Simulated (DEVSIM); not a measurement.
Structure: Ni/La2O3/n-In0.53Ga0.47As capacitor, at 300 K.

```
layer (left to right)        material  thickness (nm)  Nd (cm⁻³)
---------------------  --------------  --------------  ---------
1                               La2O3            29.0          -
2                      In0.53Ga0.47As            8800     4.1e15
```

Metal gate on the left, work function 5.1 eV. Fixed charge at the semiconductor interface 1.7e10 cm⁻² (in units of +e); no interface traps.

Constants are typed, rounded textbook-type inputs, not results; the design itself was drawn at random and stands for no fabricated device. Values at 300 K.

```
parameter      La2O3  In0.53Ga0.47As
-------------  -----  --------------
gap (eV)         5.8            0.74
affinity (eV)    1.8            4.51
permittivity      27            13.9
Nc (cm⁻³)          -          2.1e17
Nv (cm⁻³)          -          7.7e18
```

Simulated with DEVSIM: 1D Poisson equation in equilibrium, Boltzmann statistics, complete ionisation; no quantum confinement or tunnelling. Metal contacts follow the ideal Schottky-Mott rule: no Fermi-level pinning, no interface dipoles.

Base results: threshold voltage (band bending 2φF) (V) 0.01; minimum of the low-frequency capacitance (μF/cm²) 0.0346; flat-band voltage (V) 0.48; capacitance of the dielectric stack (μF/cm²) 0.824.

### Question
What follows from this one change: gate work function 5.1 → 5.25 eV?

### Answer
threshold voltage (band bending 2φF) 0.01 → 0.16 V; minimum of the low-frequency capacitance little changed (0.0346 μF/cm²); flat-band voltage 0.48 → 0.63 V; capacitance of the dielectric stack little changed (0.824 μF/cm²).

### Question
What follows from this one change: interface trap density 0 → 3e+11 cm^-2 eV^-1?

### Answer
threshold voltage (band bending 2φF) little changed (0.01 V); minimum of the low-frequency capacitance 0.0346 → 0.0764 μF/cm²; flat-band voltage 0.48 → 0.51 V; capacitance of the dielectric stack little changed (0.824 μF/cm²).

### Question
What follows from this one change: substrate doping 4.1e+15 → 2e+14 cm^-3?

### Answer
threshold voltage (band bending 2φF) 0.01 → 0.11 V; minimum of the low-frequency capacitance 0.0346 → 0.0108 μF/cm²; flat-band voltage 0.48 → 0.41 V; capacitance of the dielectric stack little changed (0.824 μF/cm²).

### Question
What follows from this one change: La2O3 thickness 0.029 → 0.016 μm?

### Answer
threshold voltage (band bending 2φF) 0.01 → 0.03 V; minimum of the low-frequency capacitance 0.0346 → 0.0353 μF/cm²; flat-band voltage little changed (0.49 V); capacitance of the dielectric stack 0.824 → 1.49 μF/cm².
